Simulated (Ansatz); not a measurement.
Consider BeS in the zinc blende structure (space group F-43m, No. 216; a = 4.8379 Å). Axes: x, y, z lie along the cube axes.

The values are results of PBEsol in Ansatz (plane waves to 420 eV, PAW, without spin-orbit coupling), not measurements.

Strains are applied to the cell and any free atomic positions relax; under biaxial strain the out-of-plane vector relaxes too.

One change was made to it. Results:

```tsv
quantity	base	after
shortest interatomic distance	2.095 Å	2.088 Å
valence-band top at Γ (three highest levels, from the VBM)	0.00, 0.00, 0.00 eV	0.00, -0.08, -0.15 eV
band gap	2.91 eV	2.82 eV
```

Question: Name the change that was made.
A. biaxial strain +0.90 %, plane normal [111], relaxed out of plane
B. strain tensor (xx, yy, zz, yz, xz, xy) = (−0.25, +0.79, −0.41, −0.21, +1.31, −0.41) %
C. uniaxial strain ε_xx = −2.57 %
D. tensor shear ε_xy = −0.92 %

Answer: D, tensor shear ε_xy = −0.92 %. For comparison, the band gap in the other runs: uniaxial strain ε_xx = −2.57 % gives 2.62 eV; biaxial strain +0.90 %, plane normal [111], relaxed out of plane gives 2.88 eV; strain tensor (xx, yy, zz, yz, xz, xy) = (−0.25, +0.79, −0.41, −0.21, +1.31, −0.41) % gives 2.74 eV.

Whether these cells are dynamically stable was not tested.

Ansatz is a quantum-chemistry and plane-wave program.
